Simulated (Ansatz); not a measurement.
BAs (F-43m) under hydrostatic pressure: band gap by PBEsol, rigid bands (plane waves, PAW, scalar-relativistic; Ansatz, a first-principles code). The unloaded cell, whose axes the loads refer to:

AsB is modelled in the cubic space group F-43m (No. 216), the zinc blende structure, Pearson symbol cF8. Conventional cell: a = b = c = 4.7679 Å, α = β = γ = 90.00°. B on 4d sees 4 As at 2.065 Å (tetrahedral). As on 4a sees 4 B at 2.065 Å (tetrahedral). (Neighbours: up to the widest gap in distance over summed covalent radii, below 1.35, at either atom.)
(The calculation used a cell of 2 atoms; values per cell refer to that cell.)

```json
[
 {"hydrostatic pressure (GPa)": "-2", "volume per atom (Å³)": "13.75", "band gap (eV)": "1.09"},
 {"hydrostatic pressure (GPa)": "0", "volume per atom (Å³)": "13.55", "band gap (eV)": "?"},
 {"hydrostatic pressure (GPa)": "5", "volume per atom (Å³)": "13.10", "band gap (eV)": "1.05"},
 {"hydrostatic pressure (GPa)": "15", "volume per atom (Å³)": "12.39", "band gap (eV)": "0.99"}
]
```

Task: Fit a straight line to band gap against the load over the rows given, and predict the row at 0 GPa.

Result: The means are x̄ = 6.000 GPa and ȳ = 1.0433; Σ(x − x̄)(y − ȳ) = -0.8600 and Σ(x − x̄)² = 146.0, so the slope is -5.89 meV per GPa, and the rows given lie within 0.78 meV of the line. At 0 GPa the line gives 1.08 eV; the calculation gives 1.08 eV, 0.12 % from it.

Task: With all rows, what volume deformation potential dE_g/d ln V follows?

Result: A line through E_g against ln V has the slope 0.97 eV, so the gap narrows under compression.

Spin-orbit coupling is left out. Stresses and pressures are the targets of the relaxation. Gaps are resolved to about 0.01 eV. The structure type is held at every load. Geometry: cell and atoms relaxed with PBEsol.
